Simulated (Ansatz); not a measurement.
The starting structures come from a database of crystals and need not be the phases stable at ambient conditions.

By PBEsol, the system below comes out a metal.

A figure of merit of an interconnect metal is its ballistic conductance per area.

Data:

```
CELL_PARAMETERS angstrom
      3.37006     0.00000     0.00000
      0.01404     4.75541     0.00000
     -1.67543    -0.00500     1.71938
ATOMIC_POSITIONS crystal
  P  0.00000 0.25057 0.00000
  P  0.00000 0.74943 0.00000
```

Space group of this cell: P-1. The cell is strained (lengths across the current scaled by 0.98, ions clamped); by PBEsol its mean pressure is 4.0 GPa.

The current flows along the normal of the first two printed cell vectors. No spin-orbit coupling; the value is a mean over 0.1 eV about the Fermi level.

Compute, with PBEsol (Ansatz, a quantum-chemistry and plane-wave program), the ballistic conductance per area.

1.4 × 10¹⁵ S/m² for both spins.
